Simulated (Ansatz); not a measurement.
**Hypothetical anti-fluorite Tl2Te: element substitutions**

Base system: Tl2Te in the anti-fluorite structure (space group Fm-3m, No. 225; a = 7.935 Å; a hypothetical phase, not in the database extracts checked).

Each row replaces one element on all its sites; cell and atoms are relaxed.

Levels (all Ansatz, a first-principles code, PAW): PBE (420 eV, no spin-orbit coupling); PBEsol (420 eV, no spin-orbit coupling).

The base cell above is that of PBE; each level relaxes its own structures.

```json
[
 {"case": "Te → S", "lattice parameter a, PBE": "7.375 Å", "lattice parameter a, PBEsol": "7.150 Å"},
 {"case": "Te → Sn", "lattice parameter a, PBE": "7.436 Å", "lattice parameter a, PBEsol": "7.247 Å"},
 {"case": "Te → O", "lattice parameter a, PBE": "6.610 Å", "lattice parameter a, PBEsol": "6.431 Å"},
 {"case": "Te → Si", "lattice parameter a, PBE": "6.993 Å", "lattice parameter a, PBEsol": "6.834 Å"}
]
```

PBE lies above PBEsol in every row, by 0.159 Å to 0.225 Å. They put the cases in the same order.

Stability against distortions was not tested. As relaxed here, Tl2S, Tl2Sn, Tl2O and Tl2Si are hypothetical phases, not in the database extracts checked. All final runs are without spin polarisation.
